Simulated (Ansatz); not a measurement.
Start from BiB in the zinc blende structure (space group F-43m, No. 216; a = 5.490 Å; a hypothetical phase, not in the database extracts checked). Axes: x, y, z lie along the cube axes.

Computed with r2SCAN in Ansatz (plane waves to 500 eV, PAW, scalar-relativistic without spin-orbit coupling).

It is then changed as follows: the cell is compressed by 2.49 % along z with no lateral relaxation; the atoms relax in the strained cell.

Question: Predict the stress tensor and what it implies for the stiffness.

Answer: Stress of the strained cell less that of the base (GPa, compression positive):
```
   1.31    0.00    0.00
   0.00    1.31    0.00
   0.00    0.00    3.76
```

Then −Δσ_ii/ε with ε = -0.0249 gives secant stiffness values (nonlinear terms included at this strain): C33 ≈ 151 GPa, C13 ≈ 53 GPa and C23 ≈ 53 GPa.

As a check, the harmonic strain energy −½ V₀ Δσ:ε is 6.1 meV/atom; the computed energy rise is 6.0 meV/atom.

Whether these cells are dynamically stable was not tested.

Ansatz is a first-principles code.
